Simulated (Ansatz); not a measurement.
## A computed series for MnSi: pressure series

The parent structure is MnSi (space group P2_13, No. 198; ferromagnetic).

```
MnSi
1.0
    4.56029     0.00000     0.00000
    0.00000     4.56029     0.00000
    0.00000     0.00000     4.56029
Mn Si
4 4
Direct
  0.13909   0.13909   0.13909
  0.63909   0.36091   0.86091
  0.86091   0.63909   0.36091
  0.36091   0.86091   0.63909
  0.84525   0.84525   0.84525
  0.34525   0.65475   0.15475
  0.15475   0.34525   0.65475
  0.65475   0.15475   0.34525
```

Cell and atoms are relaxed at each pressure.

The values are results of r2SCAN/PAW in Ansatz (a program for electronic structure), without spin-orbit coupling, earlier PAW set, not measurements.

Notes on the quantities. enthalpy: H = E + PV relative to the base's energy.

| variant | lattice parameter a | enthalpy |
|---|---|---|
| base | 4.560 Å | – |
| pressure 1.8 GPa | 4.546 Å | +0.13 eV/atom |
| pressure 4.2 GPa | 4.528 Å | +0.31 eV/atom |
| pressure 9 GPa | 4.494 Å | +0.65 eV/atom |
| pressure 18 GPa | 4.433 Å | +1.28 eV/atom |

The magnetic state is the one reached from the starting moments; the real material's order can differ, and small cells can't hold many antiferromagnetic ones. Load acts through the strain it causes; cell and atoms are relaxed under it. No phonon test of stability was made. Competing high-pressure phases were not computed.
